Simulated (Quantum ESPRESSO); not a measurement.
A self-consistent single point of TiO2 (I4_1/amd, 6 atoms in the cell) with Quantum ESPRESSO.

Computed with PBE, SSSP 1.1.2 efficiency (PBE) pseudopotentials (plane waves; Quantum ESPRESSO).

The change in words: lattice scaled by 0.98. Reference geometry:
```
TiO2
1.0
   -1.90943     1.90943     4.85366
    1.90943    -1.90943     4.85366
    1.90943     1.90943    -4.85366
Ti O
2 4
Direct
  0.00000   0.00000   0.00000
  0.75000   0.25000   0.50000
  0.95715   0.45715   0.50000
  0.20715   0.20715   0.00000
  0.79285   0.79285   0.00000
  0.54285   0.04285   0.50000
```

Reference input (self-consistent single point, DFT, PBE, plane waves, SSSP 1.1.2 efficiency (PBE) pseudopotentials): ecutwfc = 55 Ry; ecutrho = 440 Ry; occupations = smearing; smearing = fermi-dirac; degauss = 0.0036749 Ry; potentials = {Ti: ti_pbe_v1.4.uspp.F.UPF, O: O.pbe-n-kjpaw_psl.0.1.UPF}; K_POINTS = automatic 8 8 8 0 0 0; conv_thr = 1e-11 Ry; mixing_beta = 0.3. This run's input differs from it in these lines:

```diff
@@ -11,3 +11,3 @@
   ibrav = 0,
-  celldm(1) = 10.496038044,
+  celldm(1) = 10.286117056,
   nat = 6,
@@ -37,5 +37,5 @@
 CELL_PARAMETERS alat
-  -0.343776593     0.343776593     0.873862294
-   0.343776593    -0.343776593     0.873862294
-   0.343776593     0.343776593    -0.873862294
+  -0.343776512     0.343776512     0.873862357
+   0.343776512    -0.343776512     0.873862357
+   0.343776512     0.343776512    -0.873862357
```

Output, abridged:

```
     Self-consistent Calculation

     iteration #  1     ecut=    55.00 Ry     beta= 0.30

---- Real-time Memory Report at c_bands before calling an iterative solver
           278 MiB given to the printing process from OS
           142 MiB allocation reported by mallinfo(arena+hblkhd)
------------------

     negative rho (up, down):  3.680E-03 0.000E+00

     total energy              =    -405.64010303 Ry
     estimated scf accuracy    <       1.26663205 Ry

     iteration #  2     ecut=    55.00 Ry     beta= 0.30

---- Real-time Memory Report at c_bands before calling an iterative solver
   [... lines left out ...]
           381 MiB given to the printing process from OS
           174 MiB allocation reported by mallinfo(arena+hblkhd)
------------------

     negative rho (up, down):  2.828E-03 0.000E+00

     total energy              =    -405.93344375 Ry
     estimated scf accuracy    <          2.7E-11 Ry

     iteration # 19     ecut=    55.00 Ry     beta= 0.30

---- Real-time Memory Report at c_bands before calling an iterative solver
           381 MiB given to the printing process from OS
           174 MiB allocation reported by mallinfo(arena+hblkhd)
------------------

     negative rho (up, down):  2.828E-03 0.000E+00
     End of self-consistent calculation

     the Fermi energy is     8.8545 ev

!    total energy              =    -405.93344375 Ry
     estimated scf accuracy    <          7.0E-12 Ry
     smearing contrib. (-TS)   =      -0.00000000 Ry
     internal energy E=F+TS    =    -405.93344375 Ry

      -> PAW hartree energy AE =     109.86880389 Ry
      -> PAW hartree energy PS =    -109.34701143 Ry
      -> PAW xc energy AE      =     -67.53701097 Ry
      -> PAW xc energy PS      =      28.96084205 Ry
      -> total E_H with PAW    =     101.01720643 Ry
      -> total E_XC with PAW   =    -104.56291498 Ry

     convergence has been achieved in  19 iterations

     negative rho (up, down):  2.828E-03 0.000E+00

     Forces acting on atoms (cartesian axes, Ry/au):

   [... lines left out ...]
     Total force =     0.018236     Total SCF correction =     0.000001
   [... lines left out ...]

     negative rho (up, down):  2.828E-03 0.000E+00
          total   stress  (Ry/bohr**3)                   (kbar)     P=      106.45
   0.00071242   0.00000000  -0.00000000          104.80        0.00       -0.00
  -0.00000000   0.00071242  -0.00000000           -0.00      104.80       -0.00
   0.00000000   0.00000000   0.00074613            0.00        0.00      109.76

   JOB DONE.
```

The run converged in 19 iterations. Against the reference run the free energy rises by 16.4 meV/atom, the pressure goes from -2.78 to 10.65 GPa, the largest force goes from 0.103 to 0.234 eV/Å and the gap on the mesh goes from 2.101 to 2.248 eV.

The starting cell comes from a database of computed structures (which also holds hypothetical and non-ambient phases and stackings), without a prior relaxation at this level. Its lattice was rescaled by a random factor within 2.5 % of one. For this run, on top of that: lattice scaled by 0.98. With a pressure of about 11 GPa the cell is away from its equilibrium volume at this level.

Cost on one core of a shared machine: roughly 10 min.
